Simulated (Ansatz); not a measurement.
# PbS (space group P6_3/mmc, No. 194; a hypothetical phase, not in the database extracts checked)

PbS is modelled in the hexagonal space group P6₃/mmc (No. 194), Pearson symbol hP4. Cell: a = 4.9511 Å, b = 4.9511 Å, c = 5.9161 Å, α = 90.00°, β = 90.00°, γ = 120.00°. Pb on 2d is coordinated by 5 S at 2.859–2.958 Å (trigonal bipyramidal). S on 2c is coordinated by 5 Pb at 2.859–2.958 Å (trigonal bipyramidal). (Neighbours: up to the widest gap in distance over summed covalent radii, below 1.35, at either atom; cation-cation and far metal-metal contacts left out.)

Method: plane-wave PAW DFT at the PBEsol level (Ansatz, an electronic-structure program, 420 eV), no spin-orbit coupling. Γ-centred 8×8×6 mesh, Fermi–Dirac width 0.05 eV.

| Item | Value |
|---|---|
| Volume per atom | 31.40 Å³ |
| Density | 6.33 g/cm³ |
| Band gap | 1.29 eV, direct at H |
| Total energy | -6320.345 eV/atom (σ→0; compares only within this code and set-up) |

With Pb present, leaving out spin-orbit coupling can change the band edges. Stability against distortions was not tested. The base started in P6_3mc and relaxed to P6_3/mmc at this level.
